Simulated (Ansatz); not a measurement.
**SnO2: pressure series**

Base system: SnO₂ in the rutile structure (space group P4_2/mnm, No. 136).

```
CELL_PARAMETERS angstrom
      4.75991     0.00000     0.00000
      0.00000     4.75991     0.00000
      0.00000     0.00000     3.20075
ATOMIC_POSITIONS crystal
  Sn 0.00000 0.00000 0.00000
  Sn 0.50000 0.50000 0.50000
  O  0.30591 0.30591 0.00000
  O  0.80591 0.19409 0.50000
  O  0.19409 0.80591 0.50000
  O  0.69409 0.69409 0.00000
```

Cell and atoms are relaxed at each pressure.

Method: r2SCAN in Ansatz (plane waves to 500 eV, PAW, no spin-orbit coupling).

```json
[
 {"change": "base", "shortest interatomic distance": "3.891 bohr", "width of the top valence band": "1.26 eV", "c/a ratio": "0.672"},
 {"change": "pressure −2 GPa", "shortest interatomic distance": "3.910 bohr", "width of the top valence band": "1.25 eV", "c/a ratio": "0.671"},
 {"change": "pressure −1 GPa", "shortest interatomic distance": "3.901 bohr", "width of the top valence band": "1.26 eV", "c/a ratio": "0.672"},
 {"change": "pressure 1.8 GPa", "shortest interatomic distance": "3.876 bohr", "width of the top valence band": "1.27 eV", "c/a ratio": "0.674"},
 {"change": "pressure 4.2 GPa", "shortest interatomic distance": "?", "width of the top valence band": "1.29 eV", "c/a ratio": "0.675"},
 {"change": "pressure 9 GPa", "shortest interatomic distance": "3.821 bohr", "width of the top valence band": "1.32 eV", "c/a ratio": "?"},
 {"change": "pressure 18 GPa", "shortest interatomic distance": "3.767 bohr", "width of the top valence band": "1.36 eV", "c/a ratio": "0.683"},
 {"change": "pressure 30 GPa", "shortest interatomic distance": "3.708 bohr", "width of the top valence band": "1.41 eV", "c/a ratio": "?"},
 {"change": "pressure 45 GPa", "shortest interatomic distance": "3.649 bohr", "width of the top valence band": "1.47 eV", "c/a ratio": "0.694"},
 {"change": "pressure 60 GPa", "shortest interatomic distance": "3.599 bohr", "width of the top valence band": "1.51 eV", "c/a ratio": "0.699"}
]
```

### Question
Some entries are withheld; estimate them.

### Answer

- pressure 4.2 GPa, shortest interatomic distance: 3.856 bohr
- pressure 9 GPa, c/a ratio: 0.678
- pressure 30 GPa, c/a ratio: 0.688

The levels and masses belong to the bands next to the band gap. Load acts through the strain it causes; cell and atoms are relaxed under it. Whether these cells are dynamically stable was not tested. Competing high-pressure phases were not computed.

Ansatz is a quantum-chemistry and plane-wave program.
